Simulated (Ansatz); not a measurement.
We consider AlB2-type MgB2, described by LDA (PAW; Ansatz, a quantum-chemistry and plane-wave program).

Numerical settings: plane-wave cutoff 520 eV, 24×24×18 k mesh (along the axes of the cell as run), Fermi–Dirac smearing 0.087 eV (set by the program), scalar-relativistic PAW data made under PBE.

Cell (relaxed at this level):

```
CELL_PARAMETERS angstrom
      3.03547     0.00000     0.00000
     -1.51773     2.62879     0.00000
      0.00000     0.00000     3.45582
ATOMIC_POSITIONS crystal
  Mg 0.00000 0.00000 0.00000
  B  0.66667 0.33333 0.50000
  B  0.33333 0.66667 0.50000
```

Q: Estimate the Voigt–Reuss–Hill bulk modulus, elastic constant C11, elastic constant C13, polycrystal shear modulus (Hill average), elastic constant C12, elastic constant C33, elastic constant C44 and elastic constant C66 that the calculation returns.

A: 
- Voigt–Reuss–Hill bulk modulus = 160 GPa
- elastic constant C11 = 455 GPa
- elastic constant C13 = 40.4 GPa
- polycrystal shear modulus (Hill average) = 129 GPa
- elastic constant C12 = 65.1 GPa
- elastic constant C33 = 280 GPa
- elastic constant C44 = 79.6 GPa
- elastic constant C66 = 195 GPa

Elastic constants are with the ions relaxed.

The computed numbers hold no vibrational or temperature effects.

Cost on a shared machine: very roughly 23 core-minutes.
